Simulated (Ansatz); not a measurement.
Output of an Ansatz run (abridged):

```
WARN ansatz: RAYON_NUM_THREADS=1 ignored (pool sized by the plan → 1); use --threads N
basis.fft_grid_basis auto: the FFT boxes are laid along the combinations [[1, 0, 1], [0, 1, 1], [0, 0, 1]] of the cell's own vectors, 3.141, 3.141 and 8.772 Å …
Pseudopotentials: kind: paw
Pseudopotential: B, paw, valence charge 3
Pseudopotential: W, paw, valence charge 14
Crystal: 8 atoms, lattice volume = 83.696 Å³
Basis set: ecut = 420 eV, 1657 PW (Γ), FFT grids on a1+a3, a2+a3, a3
Bands: 42, of which v1, the nominal top of the filled ones, is band 34 counted from 1 (33 counted from 0)
Symmetry: 16 space group operations
Space group: I41/amd (ITA 141), of the structure as read, at distance tolerance 4.4e-5 Å
k-points: 59 of 512
PAW frozen core: B, regenerated for the run's functional, and the local potential with it
PAW frozen core: W, regenerated for the run's functional, and the local potential with it
Initial density: superposition of atomic densities (neutral atoms: chi_scale 0, normalization atom), corrected by the library's trained network
Initial wavefunctions: pseudopotential atomic-orbital guess
Eigensolver: davidson
Functional: x = slater, c = lda
SCF iter   1: F=—  HF=-41121.810495 eV  |F-HF|=—  |Δ(HF+E_count)|=         —  Δρ=8.26e-3  dr2=8.41e-2  ethr=1.77e-3  ⟨swp⟩=5.9  Hψ=9898  notcnv=0
all-band conjugate gradients solve this SCF's bands
preconditioner: auto → Kerker (q_TF=auto, 2.635 Å⁻¹)
SCF iter   2: F=—  HF=-41121.794248 eV  |F-HF|=—  |Δ(HF+E_count)|=   1.62e-2  Δρ=4.54e-3  dr2=2.39e-2  ethr=1.24e-4  ⟨swp⟩=1.0  Hψ=2950  notcnv=0
SCF iter   3: F=—  HF=-41121.788151 eV  |F-HF|=—  |Δ(HF+E_count)|=   6.10e-3  Δρ=5.14e-4  dr2=1.46e-4  ethr=3.51e-5  ⟨swp⟩=2.0  Hψ=3473  notcnv=0
SCF iter   4: F=—  HF=-41121.788134 eV  |F-HF|=—  |Δ(HF+E_count)|=   1.72e-5  Δρ=5.48e-5  dr2=1.72e-6  ethr=2.14e-7  ⟨swp⟩=2.3  Hψ=4208  notcnv=0
SCF iter   5: F=—  HF=-41121.788135 eV  |F-HF|=—  |Δ(HF+E_count)|=   1.86e-6  Δρ=1.15e-5  dr2=1.38e-7  ethr=2.53e-9  ⟨swp⟩=2.4  Hψ=4123  notcnv=0
SCF iter   6: F=-41121.788135 eV  HF=-41121.788135 eV  |F-HF|=2.45e-9  |Δ(HF+E_count)|=   4.33e-8  Δρ=2.06e-6  dr2=4.27e-9  ethr=1.47e-10  ⟨swp⟩=6.3  Hψ=9032  notcnv=0
SCF 1 converged in 6 iterations: F = -41121.788135 eV  dr2 = 4.27e-9
SCF converged after 6 iterations
Free energy (F): -41121.788135 eV
Harris-Foulkes:  -41121.788135 eV  (|F-HF|=2.45e-9)
Internal energy: -41121.710044 eV  (E = F + TS)
E sigma→0 (E₀):  -41121.749090 eV
Entropy (-TS):   -0.078091 eV (-9.761 meV/atom)
Fermi energy:    21.236113 eV
--- Per-component energies (eV) ---
  E_band       = -281.773158
  E_kinetic    = 2012.475926
  E_local      = -2628.185018  (includes V_loc(G=0)·N_el)
  E_nonlocal   = 69.284506
  E_hartree    = 958.120564
  E_xc         = -1194.870703
  E_vxc        = -1116.747858  (∫ρ·V_xc dr)
  E_paw        = -33529.551083  (= ΣΔE_a)
  E_vpaw       = -534.842111  (= ΣTr[D̂ρ^β])
  E_aug_tail   = -0.000252  (compensation charges beyond the density's cutoff)
  E_ewald      = -6810.299934
  E_core_change = 1.315949  (= ΣΔE_core)
  E_smearing   = -0.078091  (= −TS)
  E_closure    = 0.000000  (closes the sum)
  Σ components = -41121.788135   (vs F -41121.788135, Δ=0.00e0)
--- Forces (eV/Å), atoms counted from 1 ---
  atom   1  B     -0.00000000     0.00000000    -0.08057750
  atom   2  B     -0.00000000     0.00000000    -0.08057750
  atom   3  B      0.00000000     0.00000000     0.08057750
  atom   4  B      0.00000000    -0.00000000     0.08057750
  atom   5  W     -0.00000000     0.00000000     0.08636252
  atom   6  W     -0.00000000     0.00000000     0.08636252
  atom   7  W      0.00000000    -0.00000000    -0.08636252
  atom   8  W      0.00000000     0.00000000    -0.08636252
  max |Σ_I F_I| component: 2.17e-19 eV/Å
--- Stress (GPa, compression-positive) ---
      -12.745196       0.000000       0.000000
        0.000000     -12.745196       0.000000
        0.000000       0.000000     -12.920082
  P = ⅓ Tr σ = -12.8035 GPa (-128.035 kbar)
  The stress holds the Pulay correction. Without it, at fixed plane waves, as pw.x and ABINIT print it: P = -12.9472 GPa
--- Band table (eV; the first three rows and the last of 59) ---
  k-point 0: bands = ["-53.3387", "-53.3082", "-53.2691", "-53.2383", "-18.0010", "-17.6386", "-17.6386", "-17.6280", "-17.6258", "-17.6258", "-17.6214", "-17.3628", "-17.3628", "-17.3171", "-17.3171", "-17.2193", "7.2522", "8.5720", "11.1656", [...]
  k-point 1: bands = ["-53.3294", "-53.3012", "-53.2699", "-53.2415", "-17.9664", "-17.7791", "-17.7332", "-17.6637", "-17.6442", "-17.6391", "-17.4932", "-17.4009", "-17.4003", "-17.3493", "-17.3164", "-17.2269", "7.7812", "8.8782", "11.7834", [...]
  k-point 2: bands = ["-53.3064", "-53.2848", "-53.2715", "-53.2498", "-17.9062", "-17.8711", "-17.8501", "-17.7573", "-17.7195", "-17.6211", "-17.5984", "-17.4893", "-17.4788", "-17.3517", "-17.2866", "-17.2827", "9.0532", "9.7124", "13.1189", [...]
  k-point 58: bands = ["-53.3267", "-53.3267", "-53.2505", "-53.2505", "-17.8935", "-17.8935", "-17.6700", "-17.6700", "-17.5798", "-17.5798", "-17.3990", "-17.3990", "-17.3413", "-17.3413", "-17.2955", "-17.2955", "7.7876", "7.7876", "11.9020", [...]
```

The structure:

```
CELL_PARAMETERS angstrom
     -1.57026     1.57026     8.48605
      1.57026    -1.57026     8.48605
      1.57026     1.57026    -8.48605
ATOMIC_POSITIONS crystal
  B  0.40631 0.90631 0.50000
  B  0.65631 0.65631 0.00000
  B  0.34369 0.34369 0.00000
  B  0.09369 0.59369 0.50000
  W  0.55312 0.05312 0.50000
  W  0.80312 0.80312 0.00000
  W  0.19688 0.19688 0.00000
  W  0.94688 0.44688 0.50000
```

**Question.** Reconstruct the input of this run.

**Answer.** Other spellings and defaults could give the same log, and not every line can be read from it. The input that was run (DFT, LDA (PW92), plane waves, default PAW files made with PBE):

Ansatz 0.2 input:
```yaml
# BW
crystal:
  lattice:
    - [-1.57025700, 1.57025700, 8.48604700]
    - [1.57025700, -1.57025700, 8.48604700]
    - [1.57025700, 1.57025700, -8.48604700]
  atoms:
    - { symbol: B, position: [0.40631000, 0.90631000, 0.50000000] }
    - { symbol: B, position: [0.65631000, 0.65631000, 0.00000000] }
    - { symbol: B, position: [0.34369000, 0.34369000, 0.00000000] }
    - { symbol: B, position: [0.09369000, 0.59369000, 0.50000000] }
    - { symbol: W, position: [0.55312000, 0.05312000, 0.50000000] }
    - { symbol: W, position: [0.80312000, 0.80312000, 0.00000000] }
    - { symbol: W, position: [0.19688000, 0.19688000, 0.00000000] }
    - { symbol: W, position: [0.94688000, 0.44688000, 0.50000000] }
basis:
  ecutwfc: 420.0
kpoints:
  mp_grid:
    grid: [8, 8, 8]
hamiltonian:
  xc: lda
  pseudopotentials:
    kind: paw
scf:
  occupations:
    method: fermi_dirac
    width: 0.1
output:
  forces: true
  eigenvalues: true
  stress: true
```

The starting cell comes from a database of computed structures (which also holds hypothetical and non-ambient phases and stackings), without a prior relaxation at this level. Its lattice was rescaled by up to half a per cent. Spin-orbit coupling is off. Spin polarisation is off. With a pressure of about -13 GPa the cell is away from its equilibrium volume at this level. Ansatz's pressure includes its estimate of the finite-basis (Pulay) stress.

Ansatz is a quantum-chemistry and plane-wave program.
